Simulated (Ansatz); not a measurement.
**How far a parabola holds: energy against volume of A15 Mo3Si**

We consider A15 Mo3Si, described by LDA (Ansatz, a quantum-chemistry and plane-wave program, PAW). Numerical settings: plane-wave cutoff 520 eV, 12×12×12 k mesh, Fermi–Dirac smearing 0.05 eV, no spin polarisation, scalar-relativistic PAW data made under PBE. The cell has no free parameter but its volume, all volumes share cutoff and mesh, and the runs aren't spin-polarised. Energies are free energies at the run's smearing, counted from the lowest row; static lattice.

```
V (Å³/atom)  E (meV/atom)
-----------  ------------
13.551              21.13
13.833               5.10
14.115               0.00
14.398               4.74
14.680              18.33
14.962                  ?
```

Fit E of the 5 rows that show it with a parabola. With u = V - 14.1, the rows have u = -0.5490, -0.2670, 0.0150, 0.2980, 0.5800. Least squares gives E = 0.033 - 4.032·u + 61.955·u². Residuals (row less fit): 0.210, -0.426, 0.014, 0.407, -0.206; standard error 0.466 (degrees of freedom: 2). The fitted curve has its minimum at V = 14.1, where E = -0.03. Its curvature is d²E/dV² = 2 × 61.955 meV/Å⁶, so B = V0·d²E/dV² × 0.1602 = 281 GPa.

What does the fit predict for E at V = 14.962, and how far is the calculated value from it?

u = 0.8620, so E = 0.033 - 4.032 × 0.8620 + 61.955 × 0.8620² = 42.593 meV/atom. The calculation gives 39.87 meV/atom, 2.723 meV/atom below the prediction (6.8 % of the range of E in the table). The row lies outside the fitted rows, so this is an extrapolation. From the scatter of the fitted rows alone, a prediction at this place has a standard error of 1.102 meV/atom, so the miss is 2.5 times that.

The residuals are curvature that a parabola lacks, not noise. A solid that stiffens under compression and softens on expansion lies above the parabola at the compressed end and under it at the expanded end, as this row does. A third-order Birch-Murnaghan fit to the whole scan has B0 = 279 GPa. Only scans are tabulated whose curvature falls smoothly with volume, and where the parabola meets the shown rows within 5 % of their range and misses the end by 0.1 meV or more.
